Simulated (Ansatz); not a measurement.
Here is the system:

End structure of a constructed model of the (111) surface of fcc Rh, a layer of Au in place of the second plane (bottom of the slab: a bare face, its two planes held):

```xyz
6
Lattice="2.7082 0.0000 0.0000 -1.3541 2.3454 0.0000 0.0000 0.0000 27.0000" Properties=species:S:1:pos:R:3 pbc="T T T"
Rh     0.0000     1.5636     8.0079
Rh     1.3541     0.7818    10.2191
Rh     0.0000     0.0000    12.4055
Rh     0.0000     1.5636    14.5913
Au     1.3541     0.7818    17.0156
Rh     0.0000     0.0000    19.4157
```

Set-up: 6 atoms, 11.0 Å thick at the start with caps and adatoms (thin: gaps and levels are the slab's own); mesh 16x16x1; 0.1 eV smearing; dipole correction on; 2 atoms held, the rest relaxed; start symmetry kept, larger cells not searched; no spin, no spin-orbit, no U. In PBE it lies 0.08 eV a 1x1 cell over the lowest computed structure of the same composition (a layer of Au in place of the third plane).

What work function of the top face does PBE run with Ansatz (a program for electronic structure) give?

5.42 eV
